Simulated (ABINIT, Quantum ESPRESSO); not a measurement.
A Quantum ESPRESSO input for a self-consistent single point of C (P6_3/mmc, 4 atoms in the cell) (DFT, PBE, plane waves, PSlibrary PAW (PBE) pseudopotentials):

```fortran
&CONTROL
   calculation = 'scf'
   prefix = 'run'
   outdir = './work'
   pseudo_dir = './'
   tprnfor = .true.
   tstress = .true.
/
&SYSTEM
   ibrav = 4
   celldm(1) = 4.64872626
   celldm(3) = 2.7276422785
   nat = 4
   ntyp = 1
   ecutwfc = 45
   ecutrho = 360
   occupations = 'smearing'
   smearing = 'gaussian'
   degauss = 0.0099958
/
&ELECTRONS
   conv_thr = 1.0d-10
   mixing_beta = 0.5
/
ATOMIC_SPECIES
C     12.0110  C.pbe-n-kjpaw_psl.1.0.0.UPF
ATOMIC_POSITIONS {crystal}
C     0.00000000    0.00000000    0.25000000
C     0.00000000    0.00000000    0.75000000
C     0.33333333    0.66666667    0.25000000
C     0.66666667    0.33333333    0.75000000
K_POINTS {automatic}
15 15 5  0 0 0
```

Translate this input to ABINIT.

One input that does it (others would too):

```
# C, JTH v2.0 PBE PAW
pp_dirpath "./"
pseudos "C.GGA_PBE-JTH.xml"
acell 4.6487262630 4.6487262630 12.6800622962
rprim
         0.5000000000   -0.8660254038    0.0000000000
         0.5000000000    0.8660254038    0.0000000000
         0.0000000000    0.0000000000    1.0000000000
natom 4
ntypat 1
znucl 6
typat 1 1 1 1
xred
         0.0000000000    0.0000000000    0.2500000000
         0.0000000000    0.0000000000    0.7500000000
         0.3333333333    0.6666666667    0.2500000000
         0.6666666667    0.3333333333    0.7500000000
ecut 42 Ry
pawecutdg 84 Ry
pawovlp -1
pawxcdev 0
ixc 11
occopt 7
tsmear 0.00499791
nband 13
kptopt 1
ngkpt 15 15 5
nshiftk 1
shiftk 0 0 0
nstep 50
tolvrs 1.0e-11
prtwf 0
prtden 0
enunit 2
```

Basis settings and potentials, where a program has them, do not carry over. This input uses DFT, PBE, plane waves, PAW (JTH v2.0 PBE PAW). Both were run: pressure 3.24 GPa in Quantum ESPRESSO and 3.25 in ABINIT.

On Quantum ESPRESSO: the starting cell has typed, rounded lattice constants, without a prior relaxation at this level. With a pressure of about 3 GPa the cell is away from its equilibrium volume at this level.

On ABINIT: the starting cell has typed, rounded lattice constants, without a prior relaxation at this level. With a pressure of about 3 GPa the cell is away from its equilibrium volume at this level.
